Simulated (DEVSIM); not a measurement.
Structure: Ti/HfO2/SiO2/p-Si capacitor, at 300 K.

Layer 1 from the left is HfO2, thickness (nm) 3.40. Layer 2 from the left is SiO2, thickness (nm) 0.620. Layer 3 from the left is Si, thickness (nm) 4000, Na (cm⁻³) 2.1e16.

Metal gate on the left, work function 4.33 eV. Fixed charge at the semiconductor interface 0 cm⁻² (in units of +e); no interface traps.

The device is made up for the run: typed textbook-type constants, with dimensions and the other settings drawn at random. Values at 300 K.

HfO2: gap (eV) 5.7, affinity (eV) 2.5, permittivity 22. SiO2: gap (eV) 9, affinity (eV) 0.9, permittivity 3.9. Si: gap (eV) 1.124, affinity (eV) 4.05, permittivity 11.7, Nc (cm⁻³) 2.86e19, Nv (cm⁻³) 3.1e19.

Problem. Estimate by hand the flat-band voltage, the threshold voltage, and compare with a numerical solution.

Solution. 
- Flat-band voltage: C = 2.82 μF/cm², work-function difference -0.655 V; VFB = φms − qNf/C = -0.66 V; numerical -0.66 V.
- Threshold voltage: φF = 0.374 V, depletion charge √(4εqNφF) = 7.22e-8 C/cm²; VT = VFB + 2φF + Qd/C = 0.12 V; numerical 0.12 V.

Simulated with DEVSIM: 1D Poisson equation in equilibrium, Boltzmann statistics, complete ionisation; no quantum confinement or tunnelling. Metal contacts follow the ideal Schottky-Mott rule: no Fermi-level pinning, no interface dipoles.
